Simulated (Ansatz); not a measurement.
# Fluorite PbF₂ (high-temperature phase)

Computed with RPBE in Ansatz (plane waves, PAW).

Run with plane-wave cutoff 520 eV, 10×10×10 k mesh, Fermi–Dirac smearing 0.01 eV, scalar-relativistic PAW data made under PBE.

Cell: measured lattice: a = 5.9306 Å, b = 5.9306 Å, c = 5.9306 Å, α = 90.00°, β = 90.00°, γ = 90.00°.

```json
{
  "band_gap": "4.55 eV",
  "smallest_direct_gap_on_the_k_points_sampled": "4.69 eV",
  "direct gap at Γ": "8.85 eV"
}
```

Note: cell and atoms aren't relaxed at this level (pressure 5.8 GPa).

Spin–orbit coupling is not included; with these elements it can move the gap by several tenths of an eV or more.

Computing time: very roughly 4 core-seconds.

Ansatz is a first-principles code.
